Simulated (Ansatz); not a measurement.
## Pb2Au (space group I4/mcm, No. 140)

```
CELL_PARAMETERS angstrom
     -3.66218     3.66218     2.83730
      3.66218    -3.66218     2.83730
      3.66218     3.66218    -2.83730
ATOMIC_POSITIONS crystal
  Pb 0.65957 0.15957 0.81913
  Pb 0.34043 0.84043 0.18087
  Pb 0.84043 0.65957 0.50000
  Pb 0.15957 0.34043 0.50000
  Au 0.25000 0.25000 0.00000
  Au 0.75000 0.75000 0.00000
```

Computed with Ansatz (a program for electronic structure) PBEsol, no spin-orbit coupling. Γ-centred 11×11×11 mesh, Fermi–Dirac width 0.05 eV.

The volume per atom is 25.37 Å³ and the density comes out as 13.34 g/cm³. The band gap is zero. The total energy is -12172.404 eV/atom (σ→0; compares only within this code and set-up).

Whether these cells are dynamically stable was not tested. The base started in Ibam and relaxed to I4/mcm at this level.
